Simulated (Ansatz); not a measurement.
# 1T (CdI2-type) MgI₂

Level of theory: G0W0@PBEsol+SOC (hard PAW, contour deformation, complete-basis limit, spin–orbit shift from PBEsol; Ansatz, a quantum-chemistry and plane-wave program).

Run with largest k mesh 9×9×4 (not extrapolated in the mesh).

Cell (measured lattice):

```
MgI2
1.0
   -2.07685    -3.59721     0.00000
   -2.07685     3.59721     0.00000
    0.00000     0.00000    -6.86200
Mg I
1 2
Cartesian
  0.00000   0.00000   0.00000
 -2.07685   1.19907  -1.66314
 -2.07685  -1.19907  -5.19886
```

```json
{
 "band_gap": "4.93 eV"
}
```

Note: spin–orbit coupling enters as the shift of the gap found with a semilocal functional; cell and atoms aren't relaxed at this level.

The computed numbers hold no vibrational or temperature effects.
